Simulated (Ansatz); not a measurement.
Take WC (space group P-6m2, No. 187; a = 2.9219 Å, c = 2.8471 Å) as the base.

(Cell as relaxed with PBE.)

Levels (all Ansatz, a quantum-chemistry and plane-wave program, PAW): PBE (420 eV, no SOC); PBEsol (420 eV, no spin-orbit coupling).

Each level relaxes its own structure.

```
base                      PBE    PBEsol
-------------------  --------  --------
volume per atom      10.52 Å³  10.29 Å³
lattice parameter a   2.922 Å   2.898 Å
band gap                 zero      zero
```

The change: a hydrostatic pressure of 4.5 GPa.

```json
[
 {"quantity": "volume per atom", "PBE": "10.41 Å³", "PBEsol": "…"},
 {"quantity": "c/a ratio", "PBE": "0.975", "PBEsol": "…"}
]
```

Task: Predict the PBEsol column.

Result: 
- volume per atom, PBEsol: 10.18 Å³
- c/a ratio, PBEsol: 0.977

PBE's volume per atom lies 0.23 Å³ above PBEsol's (2.3 %). Neither level is exact; PBEsol is the comparison here, not a measurement.

Load acts through the strain it causes; cell and atoms are relaxed under it. No phonon test of stability was made. All final runs are without spin polarisation.
